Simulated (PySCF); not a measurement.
PySCF 2.14.0, PBE0/def2-svp: CB(C)[CH2][GeH3], 16 atoms. The geometry is a generated start, not checked to be a minimum at this level.

task: energy
method: pbe0
basis: def2-svp
mol.max_memory: 7000 MB
mf.init_guess: minao (default)
mf.DIIS: CDIIS (default)
mf.diis_space: 8 (default)
mf.conv_tol: 1e-09 (default)
mf.grids.level: 3 (default)
basis functions (reference run): 143
grid points (reference run): 184928

```xyz
16

Ge     2.1930    -0.2092     0.0529
C      0.5012    -0.1333     1.0829
B     -0.6879     0.0533     0.0825
C     -1.0305     1.4962    -0.4528
C     -1.5200    -1.2085    -0.3796
H      3.2598    -0.9322     0.8185
H      2.7171     1.1618    -0.2457
H      2.0615    -0.9123    -1.2632
H      0.4365    -1.0576     1.6601
H      0.6170     0.6929     1.7864
H     -1.8154     1.5191    -1.2055
H     -1.3394     2.1521     0.3602
H     -0.1417     1.9599    -0.8862
H     -2.3470    -1.3486     0.3200
H     -1.9646    -1.1031    -1.3672
H     -0.9395    -2.1306    -0.3637
```
Charge 0, spin multiplicity 1.

The reference run uses exact four-centre integrals. Each setting ran once; only counts and results are compared.

Settings tried, all else as in the reference:
- density fitting, auxbasis = def2-universal-jfit
- COSX exchange (sgx_fit, pjs) with fitted J, mf.with_df.grids_level_i = 1, mf.with_df.grids_level_f = 2 (default)
- density fitting, auxbasis = autoaux
- COSX exchange (sgx_fit, pjs) with fitted J, mf.with_df.grids_level_i = 1, mf.with_df.grids_level_f = 3
- COSX exchange (sgx_fit, pjs) with fitted J, mf.with_df.grids_level_i = 1, mf.with_df.grids_level_f = 1
- COSX exchange (sgx_fit, pjs) with fitted J, mf.with_df.grids_level_i = 1, mf.with_df.grids_level_f = 4
- density fitting of J alone, exact K
- density fitting

Q: Which settings reproduce the reference to 0.10 meV/atom in energy?

A: Within it: density fitting, auxbasis = autoaux. Outside: density fitting; COSX exchange (sgx_fit, pjs) with fitted J, mf.with_df.grids_level_i = 1, mf.with_df.grids_level_f = 4; density fitting of J alone, exact K; COSX exchange (sgx_fit, pjs) with fitted J, mf.with_df.grids_level_i = 1, mf.with_df.grids_level_f = 3; COSX exchange (sgx_fit, pjs) with fitted J, mf.with_df.grids_level_i = 1, mf.with_df.grids_level_f = 2 (default); COSX exchange (sgx_fit, pjs) with fitted J, mf.with_df.grids_level_i = 1, mf.with_df.grids_level_f = 1; density fitting, auxbasis = def2-universal-jfit.

| setting | energy against the reference |
|---|---|
| density fitting, auxbasis = autoaux | +0.019 meV/atom |
| density fitting | −0.15 meV/atom |
| COSX exchange (sgx_fit, pjs) with fitted J, mf.with_df.grids_level_i = 1, mf.with_df.grids_level_f = 4 | −0.25 meV/atom |
| density fitting of J alone, exact K | −0.25 meV/atom |
| COSX exchange (sgx_fit, pjs) with fitted J, mf.with_df.grids_level_i = 1, mf.with_df.grids_level_f = 3 | −0.25 meV/atom |
| COSX exchange (sgx_fit, pjs) with fitted J, mf.with_df.grids_level_i = 1, mf.with_df.grids_level_f = 2 (default) | −0.26 meV/atom |
| COSX exchange (sgx_fit, pjs) with fitted J, mf.with_df.grids_level_i = 1, mf.with_df.grids_level_f = 1 | −0.31 meV/atom |
| density fitting, auxbasis = def2-universal-jfit | +7800 meV/atom |

Total energies are compared; such shifts often cancel in part in energy differences. sgx_fit (COSX, pjs=True) fits J as well, so its difference is the sum of the grid's shift in exchange and the fit's in Coulomb. def2-universal-jfit is made for Coulomb alone and misses functions that exchange needs. Also tried and not ranked: density fitting, auxbasis = def2-universal-jkfit (same energy as a listed run). The tolerance is a choice made for this comparison.
